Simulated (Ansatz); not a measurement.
**Response to strain in GaSb**

Start from GaSb in the zinc blende structure (space group F-43m, No. 216; a = 6.111 Å).

Strains are applied to the cell and any free atomic positions relax.

Level of theory: PBEsol (Ansatz, a quantum-chemistry and plane-wave program; PAW; 420 eV plane waves; spin-orbit coupling left out).

Question: Only one of these has a band gap. Which?
A. isotropic strain +1.00 %
B. isotropic strain +1.50 %
C. isotropic strain +2.00 %
D. isotropic strain −3.00 %

Answer: D, isotropic strain −3.00 %. Computed: isotropic strain −3.00 %: 0.56 eV; isotropic strain +2.00 %: zero; isotropic strain +1.50 %: zero; isotropic strain +1.00 %: zero

With Sb present, leaving out spin-orbit coupling can change the band edges. No phonon test of stability was made. The final runs are not spin-polarised. The zero or small gap of GaSb can change with the level of theory.
